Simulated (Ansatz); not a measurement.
## PbSe: pressure series

The parent structure is PbSe in the rock salt structure (space group Fm-3m, No. 225; a = 6.217 Å).

Cell and atoms are relaxed at each pressure.

Computed with PBE/PAW in Ansatz (a program for electronic structure), no spin-orbit coupling.

```tsv
case	band gap	volume per atom
base	0.43 eV	30.04 Å³
pressure −2 GPa	0.56 eV	31.52 Å³
pressure −1 GPa	0.50 eV	30.74 Å³
pressure 1.8 GPa	0.32 eV	28.99 Å³
pressure 4.2 GPa	0.18 eV	27.84 Å³
pressure 18 GPa	zero	23.81 Å³
pressure 45 GPa	zero	20.08 Å³
pressure 60 GPa	zero	18.82 Å³
```

A case with no gap was solved on a k-mesh chosen for an insulator, which is coarse for it. With Pb present, leaving out spin-orbit coupling can change the band edges. Load acts through the strain it causes; cell and atoms are relaxed under it. Whether these cells are dynamically stable was not tested. No other phases were tried under pressure. All final runs are without spin polarisation. Gaps under 0.05 eV, about the width of the smearing, are given as zero. A zero or small gap of PbSe under pressure 4.2 GPa, PbSe under pressure 18 GPa, PbSe under pressure 45 GPa and PbSe under pressure 60 GPa can be the functional's error rather than a property of the material.
